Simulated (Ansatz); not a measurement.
SnCl (P6₃mc, No. 186, 4 atoms in the cell; start mp-978928), treated with r²SCAN (PAW; Ansatz, a program for electronic structure).

The input as run:

Ansatz 0.2 input:
```yaml
crystal:
  lattice:
    - [3.4704354349, 0.0, 0.0]
    - [-1.7352177175, 3.0054852488, 0.0]
    - [0.0, 0.0, 10.4752408759]
  atoms:
    - { symbol: Sn, position: [0.3333333333, 0.6666666667, 0.3050901861] }
    - { symbol: Sn, position: [0.6666666667, 0.3333333333, 0.8050901861] }
    - { symbol: Cl, position: [0.3333333333, 0.6666666667, 0.0699098139] }
    - { symbol: Cl, position: [0.6666666667, 0.3333333333, 0.5699098139] }
basis:
  ecutwfc: 560
  ecutrho_ratio: 4
  xc_grid: 3
kpoints:
  mp_grid: { grid: [18, 18, 6] }
hamiltonian:
  xc: r2scan
  dispersion: none
  pseudopotentials: { kind: paw }
scf:
  occupations: { method: fermi_dirac, width: 0.05 }
output:
  forces: true
  stress: true
  eigenvalues: true
relax:
  f_tol: 0.004
  escape_saddle: false
  max_steps: 80
  cell: { stress_tol: 0.02, fix: [volume] }
```

Output (set-up and result lines):

```
Relaxation: its limit of steps is 80 (relax.max_steps)
Crystal: 4 atoms, lattice volume = 109.260 Å³
Basis set: ecut = 560 eV, 3293 PW (Γ), exchange–correlation on 81×81×243 points (27 copies of the dense FFT grid, shifted against one another)
Bands: 26, of which v1, the nominal top of the filled ones, is band 21 counted from 1 (20 counted from 0)
Symmetry: 12 space group operations
Space group: P63mc (ITA 186), of the structure as read, at distance tolerance 4.8e-5 Å
k-points: 148 of 1944 (time reversal used)
Functional: x = r2scan, c = r2scan; τ floored in thin density (d = 2e-4 eV/Å³)
SCF iter   1: F=—  HF=-14246.669983 eV  |F-HF|=—  |Δ(HF+E_count)|=         —  Δρ=5.10e-3  dr2=2.50e-2  dr2_τ=1.05e-2
SCF iter   2: F=—  HF=-14246.690969 eV  |F-HF|=—  |Δ(HF+E_count)|=   2.10e-2  Δρ=2.98e-3  dr2=1.49e-2  dr2_τ=1.00e-4
  ...
SCF 1 converged in 8 iterations: F = -14246.687168 eV  dr2 = 1.10e-8
Crystal: 4 atoms, lattice volume = 109.260 Å³
Initial density: handed on by an earlier stage of this run
SCF 2 converged in 6 iterations: F = -14246.689194 eV  dr2 = 1.52e-7
Crystal: 4 atoms, lattice volume = 109.260 Å³
Basis set: ecut = 560 eV, 3317 PW (Γ), exchange–correlation on 81×81×243 points (27 copies of the dense FFT grid, shifted against one another)
SCF 3 converged in 6 iterations: F = -14246.689934 eV  dr2 = 3.65e-8
Crystal: 4 atoms, lattice volume = 109.260 Å³
Basis set: ecut = 560 eV, 3329 PW (Γ), exchange–correlation on 81×81×243 points (27 copies of the dense FFT grid, shifted against one another)
SCF 4 converged in 6 iterations: F = -14246.689969 eV  dr2 = 1.48e-9
Crystal: 4 atoms, lattice volume = 109.260 Å³
Basis set: ecut = 560 eV, 3329 PW (Γ), exchange–correlation on 81×81×270 points (27 copies of the dense FFT grid, shifted against one another)
SCF iter   7: F=—  HF=-14246.689969 eV  |F-HF|=—  |Δ(HF+E_count)|=  1.64e-11  Δρ=1.33e-7  dr2=1.23e-11  dr2_τ=2.10e-12
SCF iter   8: F=-14246.689969 eV  HF=-14246.689969 eV  |F-HF|=5.46e-12  |Δ(HF+E_count)|=  3.64e-12  Δρ=6.19e-8  dr2=2.37e-12  dr2_τ=4.74e-13
SCF 5 converged in 8 iterations: F = -14246.689969 eV  dr2 = 2.37e-12
SCF converged after 8 iterations
Free energy (F): -14246.689969 eV
Internal energy: -14246.682119 eV  (E = F + TS)
E sigma→0 (E₀):  -14246.686044 eV
Fermi energy:    6.164111 eV
--- Forces (eV/Å), atoms counted from 1 ---
  atom   1  Sn    -0.00000000     0.00000000     0.00016624
  atom   2  Sn    -0.00000000    -0.00000000     0.00016624
  atom   3  Cl     0.00000000     0.00000000    -0.00017356
  atom   4  Cl     0.00000000    -0.00000000    -0.00017356
--- Stress (GPa, compression-positive) ---
       -0.399619       0.000000      -0.000000
       -0.000000      -0.399619      -0.000000
       -0.000000      -0.000000      -0.398781
  P = ⅓ Tr σ = -0.3993 GPa (-3.993 kbar)
```

The cell is one volume of an energy–volume scan, off the minimum.

The PAW data were made under PBE.

Note: the relaxation could not lower the start's symmetry, so the cell can be a saddle point above a distorted one. Note: the cell has widely spaced layers and the level no dispersion term, so their spacing and the moduli can rest on weak binding.

Computing time: roughly 12 core-minutes.

A start named mp-… is a Materials Project structure, which need not be a measured phase.
